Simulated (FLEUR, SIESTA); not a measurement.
A SIESTA input for a self-consistent single point of SnP₃ (R-3m, 8 atoms in the cell) (DFT, GGA PBEsol, numerical atomic orbitals DZP, PseudoDojo PBEsol standard norm-conserving potentials (rewritten from UPF to PSML)):

```
# files in the folder: Sn.psml P.psml (PseudoDojo PBEsol standard)
SystemName  SnP3
SystemLabel SnP3

NumberOfAtoms                8
NumberOfSpecies              2
%block ChemicalSpeciesLabel
  1 50 Sn
  2 15 P
%endblock ChemicalSpeciesLabel
LatticeConstant              1.0 Bohr
%block LatticeVectors
     7.142488229    4.123716885    6.991298801
    -7.142488229    4.123716885    6.991298801
     0.000000000   -8.247435661    6.991298801
%endblock LatticeVectors
AtomicCoordinatesFormat      Ang
%block AtomicCoordinatesAndAtomicSpecies
     0.000000000   -0.000000746    8.279230423  1
    -0.000000000   -0.000000254    2.819677577  1
    -0.000000000   -2.356424574    4.227241090  2
     0.000000000    2.356423574    6.871666910  2
     2.040723207    1.178211716    4.227241090  2
    -2.040723207   -1.178212716    6.871666910  2
    -2.040723207    1.178211716    4.227241090  2
     2.040723207   -1.178212716    6.871666910  2
%endblock AtomicCoordinatesAndAtomicSpecies

XC.functional                GGA
XC.authors                   PBEsol
PAO.BasisSize                DZP
PAO.EnergyShift              0.01 Ry
MeshCutoff                   300 Ry
%block kgrid.MonkhorstPack
    4   0   0  0.0
    0   4   0  0.0
    0   0   4  0.0
%endblock kgrid.MonkhorstPack
OccupationFunction           MP
OccupationMPOrder            0
ElectronicTemperature        1160.45 K

MaxSCFIterations             150
SCF.Mixer.Method             Broyden
SCF.Mixer.Weight             0.2
SCF.Mixer.History            6
SCF.DM.Tolerance             1.0E-04
Diag.ParallelOverK           true
WriteForces                  true
Charge.Mulliken              end
```

Problem. Translate this input to FLEUR.

Solution. One input that does it (others would too):

Input of the input generator:

```
SnP3 FLAPW
&input film=f /
0.6606100405 0.3814033529 0.6466265203
-0.6606100405 0.3814033529 0.6466265203
0.0000000000 -0.7628068012 0.6466264641
10.8119583464
1.0 1.0 1.0

8
50 0.7459500000 0.7459500000 0.7459500000
50 0.2540500000 0.2540500000 0.2540500000
15 0.2008950000 0.2008950000 0.7408200000
15 0.7991050000 0.7991050000 0.2591800000
15 0.7408200000 0.2008950000 0.2008950000
15 0.2591800000 0.7991050000 0.7991050000
15 0.2008950000 0.7408200000 0.2008950000
15 0.7991050000 0.2591800000 0.7991050000

&comp jspins=1 /
&exco xctyp='PBEs' /
&kpt div1=4 div2=4 div3=4 gamma=t /
&end /
```

```xml
<?xml version="1.0" encoding="UTF-8" standalone="no"?>
<fleurInput fleurInputVersion="0.39">
   <comment>
      SnP3 FLAPW                                                                                          
   </comment>
   <calculationSetup>
      <cutoffs Kmax="4.0" Gmax="12.0" GmaxXC="12.0" numbands="0"/>
      <scfLoop itmax="100" minDistance="0.00001" maxIterBroyd="15" imix="Anderson" alpha="0.05" precondParam="0.0" spinf="2.0"/>
      <coreElectrons ctail="T" frcor="F" kcrel="0" coretail_lmax="0"/>
      <xcFunctional name="PBEs" relativisticCorrections="F"/>
      <magnetism jspins="1"/>
      <soc l_soc="F" theta="0.0" phi="0.0" spav="F"/>
      <expertModes spex="0" secvar="F"/>
      <geometryOptimization l_f="T" forcealpha="1.0" forcemix="BFGS" epsdisp="0.00001" epsforce="0.00001"/>
      <ldaU l_linMix="F" mixParam="0.05" spinf="1.0"/>
   </calculationSetup>
   <cell>
      <bzIntegration valenceElectrons="58.0" mode="gauss" fermiSmearingEnergy="0.00367493">
         <kPointListSelection listName="default-1"/>
         <!-- k-points included here -->
         <xi:include xmlns:xi="http://www.w3.org/2001/XInclude" href="kpts.xml"> </xi:include>
      </bzIntegration>
      <!-- symmetry operations included here -->
      <xi:include xmlns:xi="http://www.w3.org/2001/XInclude" href="sym.xml"> </xi:include>
      <bulkLattice scale="1.0">
         <bravaisMatrix>
            <row-1>    7.1424882410996178     4.1237171647321000     6.9912990031611750</row-1>
            <row-2>   -7.1424882410996178     4.1237171647321000     6.9912990031611750</row-2>
            <row-3>    0.0000000000000000    -8.2474353609250262     6.9912983955291157</row-3>
         </bravaisMatrix>
      </bulkLattice>
   </cell>
   <atomSpecies>
      <species name="Tin (Sn)" element="Sn" atomicNumber="50">
         <mtSphere radius="2.68" gridPoints="925" logIncrement="0.014"/>
         <atomicCutoffs lmax="10" lnonsphr="8"/>
         <electronConfig flipSpins="F">
            <coreConfig>(1s1/2) (2s1/2) (2p1/2) (2p3/2) (3s1/2) (3p1/2) (3p3/2) (4s1/2) (3d3/2) (3d5/2) (4p1/2) (4p3/2)</coreConfig>
            <valenceConfig>(5s1/2) (4d3/2) (4d5/2) (5p1/2) (5p3/2)</valenceConfig>
            <stateOccupation state="(5p1/2)" spinUp="0.3333333333333" spinDown="0.3333333333333"/>
            <stateOccupation state="(5p3/2)" spinUp="0.6666666666667" spinDown="0.6666666666667"/>
         </electronConfig>
         <energyParameters s="5" p="5" d="5" f="4"/>
         <lo type="SCLO" l="2" n="4" eDeriv="0"/>
      </species>
      <species name="Phosphorous (P)" element="P" atomicNumber="15">
         <mtSphere radius="2.00" gridPoints="691" logIncrement="0.017"/>
         <atomicCutoffs lmax="8" lnonsphr="6"/>
         <electronConfig flipSpins="F">
            <coreConfig>(1s1/2) (2s1/2) (2p1/2) (2p3/2)</coreConfig>
            <valenceConfig>(3s1/2) (3p1/2) (3p3/2)</valenceConfig>
            <stateOccupation state="(3p1/2)" spinUp="0.5" spinDown="0.5"/>
            <stateOccupation state="(3p3/2)" spinUp="1.0" spinDown="1.0"/>
         </electronConfig>
         <energyParameters s="3" p="3" d="3" f="4"/>
      </species>
   </atomSpecies>
   <atomGroups>
      <atomGroup species="Tin (Sn)">
         <relPos label="                   1">-.2540500000 -.2540500000 -.2540500000</relPos>
         <relPos label="                   2">.2540500000 .2540500000 .2540500000</relPos>
         <force calculate="T" relaxXYZ="TTT"/>
      </atomGroup>
      <atomGroup species="Phosphorous (P)">
         <relPos label="                   3">.2008950000 .2008950000 -.2591800000</relPos>
         <relPos label="                   4">-.2008950000 -.2008950000 .2591800000</relPos>
         <relPos label="                   5">-.2591800000 .2008950000 .2008950000</relPos>
         <relPos label="                   6">.2591800000 -.2008950000 -.2008950000</relPos>
         <relPos label="                   7">.2008950000 -.2591800000 .2008950000</relPos>
         <relPos label="                   8">-.2008950000 .2591800000 -.2008950000</relPos>
         <force calculate="T" relaxXYZ="TTT"/>
      </atomGroup>
   </atomGroups>
   <output dos="F" band="F" slice="F">
      <checks vchk="F" cdinf="F"/>
      <bandDOS minEnergy="-.5*Htr" maxEnergy="0.5*Htr" sigma="0.015" storeEVData="T"/>
      <vacuumDOS vacdos="F" integ="F" star="F" nstars="0" locx1="0.0" locy1="0.0" locx2="0.0" locy2="0.0" nstm="0" tworkf="0.0"/>
      <unfoldingBand unfoldBand="F" supercellX="1" supercellY="1" supercellZ="1"/>
      <plotting iplot="0" polar="F">
         <plot TwoD="T" vec1="  1.0  0.0  0.0" vec2="  0.0  1.0  0.0" vec3="  0.0  0.0  1.0" zero="  0.0  0.0  0.0" file="plot"/>
      </plotting>
      <chargeDensitySlicing numkpt="0" minEigenval="0.0" maxEigenval="0.0" nnne="0" pallst="F"/>
      <specialOutput eonly="F"/>
      <magneticCircularDichroism mcd="F" energyLo="-10.0" energyUp="0.0"/>
   </output>
  <!-- We include the file relax.xml here to enable relaxations (see documentation) -->
  <xi:include xmlns:xi="http://www.w3.org/2001/XInclude" href="relax.xml"> <xi:fallback/> </xi:include>
</fleurInput>
```

Basis, cutoffs, solver keys and any potentials are the target program's own. This input uses DFT, PBEsol, all-electron FLAPW (FLEUR), scalar-relativistic valence.

The starting cell comes from a database of computed structures (which also holds hypothetical and non-ambient phases and stackings), without a prior relaxation at this level. Its lattice was rescaled by a random factor within 2.5 % of one.
